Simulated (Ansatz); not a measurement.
Ansatz (a first-principles code) run on HfBRh3 (Pm-3m, 5 atoms in the cell): self-consistent single point.

Method of the run: LDA (PW92), PAW files made with PBE (plane waves; Ansatz).

```
CELL_PARAMETERS angstrom
      4.09526     0.00000     0.00000
      0.00000     4.09526     0.00000
      0.00000     0.00000     4.09526
ATOMIC_POSITIONS crystal
  Hf 0.00000 0.00000 0.00000
  B  0.50000 0.50000 0.50000
  Rh 0.00000 0.50000 0.50000
  Rh 0.50000 0.00000 0.50000
  Rh 0.50000 0.50000 0.00000
```

Reference input (self-consistent single point, DFT, PBEsol, plane waves, PAW files made with PBE): basis.ecutwfc = 420 eV; kpoints.mp_grid.grid = 6 6 6; hamiltonian.xc = pbesol; hamiltonian.pseudopotentials = {kind: paw} (the program's default PAW files); scf.occupations.method = gaussian; scf.occupations.width = 0.05 eV. This run's input differs from it in these lines:

Ansatz 0.2 input:
```diff
@@ -18,3 +18,3 @@
 hamiltonian:
-  xc: pbesol
+  xc: lda
   pseudopotentials:
```

Output, abridged:

```
SCF iter   1: F=—  HF=-34482.620300 eV  |F-HF|=—  |Δ(HF+E_count)|=         —  Δρ=3.39e-1  dr2=1.47e2  ethr=3.10e-3  ⟨swp⟩=5.5  Hψ=2952  notcnv=0
all-band conjugate gradients solve this SCF's bands
preconditioner: auto → Kerker (q_TF=auto, 2.799 Å⁻¹)
SCF iter   2: F=—  HF=-34470.184739 eV  |F-HF|=—  |Δ(HF+E_count)|=    1.24e1  Δρ=1.39e-1  dr2=2.49e1  ethr=3.10e-3  ⟨swp⟩=3.0  Hψ=2038  notcnv=0  defer=25
   [... lines left out ...]
SCF iter  10: F=—  HF=-34467.154647 eV  |F-HF|=—  |Δ(HF+E_count)|=   9.72e-6  Δρ=1.11e-5  dr2=4.98e-8  ethr=1.25e-10  ⟨swp⟩=9.7  Hψ=5032  notcnv=0
SCF iter  11: F=-34467.154647 eV  HF=-34467.154647 eV  |F-HF|=4.12e-9  |Δ(HF+E_count)|=   1.30e-8  Δρ=2.18e-6  dr2=4.75e-9  ethr=6.23e-11  ⟨swp⟩=2.1  Hψ=3066  notcnv=0
the last iteration of the SCF fills more bands at one k-point than at another …
SCF 1 converged in 11 iterations: F = -34467.154647 eV  dr2 = 4.75e-9
Free energy (F): -34467.154647 eV
Internal energy: -34467.153980 eV  (E = F + TS)
E sigma→0 (E₀):  -34467.154313 eV
Entropy (-TS):   -0.000667 eV (-0.133 meV/atom)
Fermi energy:    20.342352 eV
--- Forces (eV/Å), atoms counted from 1 ---
  atom   1  Hf    -0.00000000     0.00000000     0.00000000
   [... zero for the other atoms too ...]
--- Stress (GPa, compression-positive) ---
       -8.253092      -0.000000      -0.000000
        0.000000      -8.253092       0.000000
        0.000000       0.000000      -8.253092
  P = ⅓ Tr σ = -8.2531 GPa (-82.531 kbar)
  The stress holds the Pulay correction. Without it, at fixed plane waves, as pw.x and ABINIT print it: P = -8.3579 GPa
```

The run converged in 11 iterations. Against the reference run the pressure goes from -2.91 to -8.25 GPa.

The starting cell comes from a database of computed structures (which also holds hypothetical and non-ambient phases and stackings), without a prior relaxation at this level. Spin polarisation is off. With a pressure of about -8 GPa the cell is away from its equilibrium volume at this level. Ansatz's pressure includes its estimate of the finite-basis (Pulay) stress.
